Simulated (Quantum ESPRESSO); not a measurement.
**Refining one setting for Mg16Al12Sn (I-43m, 29 atoms in the cell)**

```
CELL_PARAMETERS angstrom
      5.32223     5.32223     5.32223
     -5.32223     5.32223     5.32223
     -5.32223    -5.32223     5.32223
ATOMIC_POSITIONS crystal
  Mg 0.71494 0.60006 0.39994
  Mg 0.00000 0.39994 0.31500
  Mg 0.28506 0.31500 0.68500
  Mg 0.00000 0.68500 0.60006
  Mg 0.68500 0.31500 0.28506
  Mg 0.31500 0.39994 0.00000
  Mg 0.39994 0.60006 0.71494
  Mg 0.60006 0.68500 0.00000
  Mg 0.60006 0.00000 0.31500
  Mg 0.68500 0.71494 0.68500
  Mg 0.31500 0.00000 0.60006
  Mg 0.39994 0.28506 0.39994
  Mg 0.34594 0.00000 0.00000
  Mg 0.00000 0.00000 0.34594
  Mg 0.65406 0.34594 0.65406
  Mg 0.00000 0.65406 0.00000
  Al 0.18354 0.62925 0.37075
  Al 0.00000 0.37075 0.81279
  Al 0.81646 0.81279 0.18721
  Al 0.00000 0.18721 0.62925
  Al 0.18721 0.81279 0.81646
  Al 0.81279 0.37075 0.00000
  Al 0.37075 0.62925 0.18354
  Al 0.62925 0.18721 0.00000
  Al 0.62925 0.00000 0.81279
  Al 0.18721 0.18354 0.18721
  Al 0.81279 0.00000 0.62925
  Al 0.37075 0.81646 0.37075
  Sn 0.00000 0.00000 0.00000
```

Level of theory: LDA (PZ), GBRV 1.5 ultrasoft (LDA) pseudopotentials (plane waves; Quantum ESPRESSO).

The starting cell comes from a database of computed structures (which also holds hypothetical and non-ambient phases and stackings), without a prior relaxation at this level. Its lattice was rescaled by a random factor within 2.5 % of one. In the base run, with a pressure of about -4 GPa the cell is away from its equilibrium volume at this level.

Held fixed: ecutwfc = 40 Ry; ecutrho = 200 Ry; occupations = smearing; smearing = fd; degauss = 0.0036749 Ry; potentials = {Mg: mg_lda_v1.4.uspp.F.UPF, Al: al_lda_v1.uspp.F.UPF, Sn: sn_lda_v1.4.uspp.F.UPF}; K_POINTS = automatic 3 3 3 0 0 0.

ΔF is the free energy per atom less that of the last row (7.3e-14 Ry).

```tsv
conv_thr	ΔF (meV/atom)	pressure (GPa)	largest force (eV/Å)	iterations
0.0073 Ry	1.27	-4.09	0.837	5
0.00073 Ry	0.01	-3.42	0.049	7
7.3e-05 Ry	0.01	-3.42	0.049	7
7.3e-06 Ry	0.00	-3.57	0.042	8
7.3e-07 Ry	0.00	-3.75	0.063	9
7.3e-08 Ry	0.00	-3.71	0.059	10
7.3e-10 Ry	0.00	-3.71	0.059	12
1e-10 Ry	0.00	-3.71	0.059	12
7.3e-12 Ry	0.00	-3.71	0.059	13
7.3e-14 Ry	0.00	-3.71	0.059	15
```

Pressure within 0.05 GPa of the last row: from conv_thr = 7.3e-07 Ry on; the one before it is off by 0.14 GPa. The value it settles on is -3.71 GPa at this level of theory and with the other settings as held.

Largest force within 0.02 eV/Å of the last row: from conv_thr = 0.00073 Ry on; the one before it is off by 0.78 eV/Å. The value it settles on is 0.059 eV/Å at this level of theory and with the other settings as held.
